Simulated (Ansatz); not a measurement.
## Ag, response to strain

The parent structure is Ag in the fcc (Cu type) structure (space group Fm-3m, No. 225; relaxed with 0.1 eV smearing).

```
Ag
1.0
    0.00000     2.05231     2.05231
    2.05231     0.00000     2.05231
    2.05231     2.05231     0.00000
Ag
1
Cartesian
  0.00000   0.00000   0.00000
```

Cartesian axes are those of the cell as printed.

Strains are applied to the cell and any free atomic positions relax; under biaxial strain the out-of-plane vector relaxes too; under stress the whole cell relaxes.

Level of theory: Ansatz (an electronic-structure program), r2SCAN, PAW, cutoff 500 eV, spin-orbit coupling left out, earlier PAW set.

Notes on the quantities. pressure: mean of the normal stresses, compression positive; energy relative to the base: free energy F.

| variant | pressure | space group | shortest interatomic distance | energy relative to the base |
|---|---|---|---|---|
| base | 0.0 GPa | Fm-3m (No. 225) | 5.485 bohr | 0 meV/atom |
| biaxial strain +1.43 %, plane normal [001], relaxed out of plane | -0.6 GPa | I4/mmm (No. 139) | 5.466 bohr | +1.5 meV/atom |
| biaxial strain +4.88 %, plane normal [001], relaxed out of plane | -1.3 GPa | I4/mmm (No. 139) | 5.422 bohr | +13 meV/atom |
| isotropic strain −0.55 % | 1.8 GPa | Fm-3m (No. 225) | 5.455 bohr | +1.6 meV/atom |
| uniaxial strain ε_xx = −1.43 % | 1.6 GPa | I4/mmm (No. 139) | 5.446 bohr | +1.4 meV/atom |
| uniaxial strain ε_xx = +3.05 % | ? | I4/mmm (No. 139) | 5.485 bohr | ? |
| uniaxial strain ε_yy = −0.41 % | 0.4 GPa | I4/mmm (No. 139) | 5.474 bohr | +0.1 meV/atom |
| uniaxial strain ε_zz = −1.55 % | 1.7 GPa | I4/mmm (No. 139) | 5.442 bohr | +1.7 meV/atom |
| uniaxial stress, 3 GPa tension along x | – | I4/mmm (No. 139) | 5.374 bohr | +8.3 meV/atom |
| uniaxial stress, 2 GPa tension along x | – | I4/mmm (No. 139) | 5.405 bohr | +3.8 meV/atom |

Problem. Complete the table.

Solution. 
- uniaxial strain ε_xx = +3.05 %, pressure: -2.8 GPa
- uniaxial strain ε_xx = +3.05 %, energy relative to the base: +5.8 meV/atom

Stability under load was not tested beyond the relaxation.
